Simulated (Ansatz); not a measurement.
## One-dimensional AuC body, 4 atoms a period

Calculation: PBE (plane waves to 420 eV, PAW; Ansatz, an electronic-structure program). Mesh 1×1×40. No spin polarisation. Periodic along z alone, with about 11 Å of vacuum beside it. A hypothetical model. It keeps the symmetry and period of its start, so it need not be a minimum against all distortions. Pairing along the axis, which can open a gap, is among the distortions not tried. Values not marked SOC lack spin–orbit coupling. Buckling under compression is shut out by symmetry and the short period.

- period along the axis (4 atoms) = 7.615 Å
- largest distance between nuclei across the axis = 0.00 Å
- PBE gap = none (under 0.01 eV)
- crossings of the Fermi level between Γ and the zone edge (49 points) = 2, each for both spins (ideal conductance 2 × 2e²/h)
- work function (PBE) = 5.88 eV
- axial stiffness dF/dε = 84 nN

```yaml
crystal:
  lattice:
    - [11.00000, 0.00000, 0.00000]
    - [0.00000, 11.00000, 0.00000]
    - [0.00000, 0.00000, 7.61499]
  atoms:
    - { symbol: Au, position: [0.50000, 0.50000, 0.00000] }
    - { symbol: Au, position: [0.50000, 0.50000, 0.50000] }
    - { symbol: C, position: [0.50000, 0.50000, 0.25000] }
    - { symbol: C, position: [0.50000, 0.50000, 0.75000] }
```
